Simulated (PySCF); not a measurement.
PySCF 2.14.0, B3LYP/def2-svp, df: Si(Br)(Vi)3 (C=C[Si](Br)(C=C)C=C), 17 atoms. The geometry is a generated start, not checked to be a minimum at this level.

| Item | Result |
|---|---|
| task | energy |
| method | b3lyp |
| basis | def2-svp |
| two-electron scheme | density fitting |
| mol.max_memory | 3000 MB |
| mf.max_cycle | 100 |
| mf.init_guess | minao (default) |
| mf.DIIS | CDIIS (default) |
| mf.diis_space | 8 (default) |
| mf.conv_tol | 1e-09 (default) |
| mf.grids.level | 3 (default) |
| basis functions | 179 |
| grid points | 212584 |

```xyz
17

C     -1.6684    -2.1187    -0.8505
C     -0.5084    -1.7230    -0.3512
Si     0.0155     0.0835    -0.2264
Br     0.0974     0.9031    -2.3333
C     -1.2517     1.1148     0.7142
C     -1.1756     2.4290     0.8537
C      1.7443     0.2555     0.5034
C      2.8274    -0.2820    -0.0349
H     -1.9433    -3.1616    -0.9041
H     -2.3948    -1.4203    -1.2330
H      0.1875    -2.4682     0.0125
H     -2.0831     0.5869     1.1637
H     -0.3739     3.0024     0.4160
H     -1.9122     2.9960     1.4019
H      1.8427     0.8270     1.4173
H      3.8084    -0.1732     0.4017
H      2.7880    -0.8511    -0.9509
```

One run each on 2 threads, 1 BLAS thread. Values of level_shift (Hartree) tried: 0 (default), 0.1, 0.3, 1.

Which value of level_shift (Hartree) needs the fewest Fock builds, and what happens away from it?

Fewest Fock builds, within one of each other: 0 (default) with 11, 0.1 with 12. The count rises to 36 at 1. All converge to one solution.

| level_shift (Hartree) | Fock builds | end |
|---|---|---|
| 0 (default) | 11 | same solution |
| 0.1 | 12 | same solution |
| 0.3 | 15 | same solution |
| 1 | 36 | same solution |
